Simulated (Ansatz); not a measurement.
## Si, carrier doping

Start from Si in the diamond structure (space group Fd-3m, No. 227; a = 5.4699 Å).

Carriers are added at fixed cell with a uniform background; the Fermi–Dirac width is that of 300 K.

Calculations: PBE, PAW, 420 eV (Ansatz, a program for electronic structure; without spin-orbit coupling), earlier PAW set.

Notes on the quantities. Fermi level from band edge: Fermi level relative to the doped band's edge (positive inside the band; to 0.05 eV).

```tsv
case	Fermi level from band edge	gap between the host's bands
undoped	–	0.61 eV
electrons 1.0×10^21 cm⁻³	+0.25 eV	0.60 eV
electrons 2.0×10^21 cm⁻³	+0.40 eV	(withheld)
electrons 3.0×10^21 cm⁻³	+0.50 eV	0.57 eV
holes 1.0×10^21 cm⁻³	+0.25 eV	0.63 eV
holes 2.0×10^21 cm⁻³	+0.45 eV	(withheld)
holes 3.0×10^21 cm⁻³	+0.55 eV	0.68 eV
```

Q: Fill in the withheld entries from the trend.

A: 
- electrons 2.0×10^21 cm⁻³, gap between the host's bands: 0.58 eV
- holes 2.0×10^21 cm⁻³, gap between the host's bands: 0.65 eV

Carriers are added with a uniform compensating background; total energy and stress of such cells depend on the potential's zero and are not compared; many-body gap narrowing is missing at this level. Stability against distortions was not tested.
